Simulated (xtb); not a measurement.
xtb 6.7.1, GFN2-xTB: Ti(NH2)(OSiH3)3 ([NH2][Ti]([O][SiH3])([O][SiH3])[O][SiH3]), 19 atoms. The geometry is a generated start, not checked to be a minimum at this level.

```json
{
 "run_flags": "--grad",
 "method": "GFN2-xTB",
 "--acc": "1 (default)",
 "--etemp (K)": "300 (default)",
 "basis_functions": "67",
 "valence_electrons": "50"
}
```

```xyz
19

Ti     0.1936     0.1562     0.9498
N     -0.0038     0.9719     2.5907
H      0.2919     0.5996     3.4912
H     -0.5735     1.8006     2.7543
O     -1.3868    -0.2449     0.3200
Si    -2.6990     0.2653    -0.4461
H     -3.6730     0.7271     0.5679
H     -3.2428    -0.8840    -1.1911
H     -2.3629     1.3787    -1.3631
O      1.1413    -1.3097     1.1405
Si     1.4386    -2.4922     0.1000
H      0.2243    -3.3354    -0.0431
H      2.5383    -3.2758     0.6866
H      1.8418    -1.9442    -1.2206
O      0.9599     1.2850    -0.1449
Si     1.2572     1.5128    -1.7021
H      0.7046     0.4059    -2.5201
H      2.7209     1.5939    -1.8724
H      0.6295     2.7891    -2.0973
```

Charge 0 and multiplicity 1 are set for this test and not shown to be the ground state.

One run each on 1 thread. Values of broydamp tried: 0.02, 0.05, 0.1, 0.2, 0.4 (default), 0.6, 0.8, 1.

Predict the course of the SCC iterations along this series.

Fewest SCC iterations, within one of each other: 0.2 with 15, 0.4 (default) with 14, 0.6 with 14, 0.8 with 14. The count rises to 24 at 0.02. All converge to one solution.

| broydamp | SCC iterations | end |
|---|---|---|
| 0.02 | 24 | same solution |
| 0.05 | 21 | same solution |
| 0.1 | 18 | same solution |
| 0.2 | 15 | same solution |
| 0.4 (default) | 14 | same solution |
| 0.6 | 14 | same solution |
| 0.8 | 14 | same solution |
| 1 | 17 | same solution |
